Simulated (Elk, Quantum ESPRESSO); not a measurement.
# Equation of state of fcc Ca (space group 225): energy against volume (Elk, PBE)

```yaml
crystal:
  lattice:
    - [0.00000, 2.74039, 2.74039]
    - [2.74039, 0.00000, 2.74039]
    - [2.74039, 2.74039, 0.00000]
  atoms:
    - { symbol: Ca, position: [0.00000, 0.00000, 0.00000] }
```

Computed with Elk 10.2.4 with PBE, all-electron FP-LAPW, Elk's shipped species files, APW+lo basis with extra local orbitals. Settings: xctype = 20; rgkmax = 9.12; stype = 3; swidth = 0.00183747 Ha; ngridk = 18 18 18; gmaxvr = 16 1/bohr; nxlo = 2; lorbcnd = true; lmaxi = 2; sphere radii = {Ca: 2.4} bohr. The cell above is the first row's. The rows scale it uniformly. In all rows the k mesh is held. E is the free energy at the stated smearing, counted from the lowest row.

```
V (Å^3/atom)  E (meV/atom)
------------  ------------
41.1593               2.24
42.0540               0.06
42.9488               0.00
43.8436               1.90
44.7384               5.58
45.6331              10.89
46.5279              17.69
47.4227              25.82
48.3174                  ?
```

**Question.** Using the third-order Birch-Murnaghan form, a cubic in V^(-2/3), estimate the missing E at V = 48.3174 from the other rows, showing the fit.

**Answer.** With u = V^(-2/3) - 0.0800, the rows have u = 0.0038857, 0.0026917, 0.0015391, 0.0004259, -0.0006501, -0.0016907, -0.0026979, -0.0036734. Least squares gives E = 3.142 - 3244.5·u + 786935·u² - 2947376·u³. Residuals (row less fit): -0.004, 0.007, -0.002, -0.003, -0.005, -0.001, 0.009, -0.005; standard error 0.007 (degrees of freedom: 4). Its minimum lies at u = 0.0020859, so V0 = (0.0820859)^(-3/2) = 42.52. There d²E/du² = 1537000 and d³E/du³ = -1.768e7, so B0 = (4/9) × 42.52^(-7/3) × 1537000 × 0.160218 = 17.3 GPa (the last factor turns the table's units into GPa), and B0' = 4 + (2/3) × 0.0820859 × (-1.768e7)/1537000 = 3.4. At the withheld row, u = -0.0046186, so E = 3.142 - 3244.5 × (-0.0046186) + 786935 × (-0.0046186)² - 2947376 × (-0.0046186)³ = 35.204 meV/atom. The calculation gives 35.21 meV/atom, 0.006 meV/atom above the prediction (under 0.05 % of the range of E in the table). The row lies outside the fitted rows, so this is an extrapolation. From the scatter of the fitted rows alone, a prediction at this place has a standard error of 0.017 meV/atom, so the miss is 0.3 times that.

Carrying the step between the two nearest rows on in a straight line would have given 33.95, off by 1.26; series whose last step already gives the withheld value aren't shown. The scan was laid around a cell of about the measured size, scaled by a guess for this functional. A plane-wave scan with the same functional (Quantum ESPRESSO, GBRV) gives V0 = 42.19 Å^3/atom and B0 = 17.4 GPa; a Birch-Murnaghan fit to all rows here lies 0.8 % from it in V0 and 0 % in B0; the two differ in basis, and may differ in potentials and mesh. Values depend on the basis (sphere radii, cutoffs, local orbitals), which need not be converged. Sphere radii are the same in all rows. Cutoffs and mesh are single choices, not tested for convergence of this quantity. Series with a scatter that would blur these digits, or in which a gap closes, are not shown. Nor are scans whose minimum lies at an end fitted in this form.
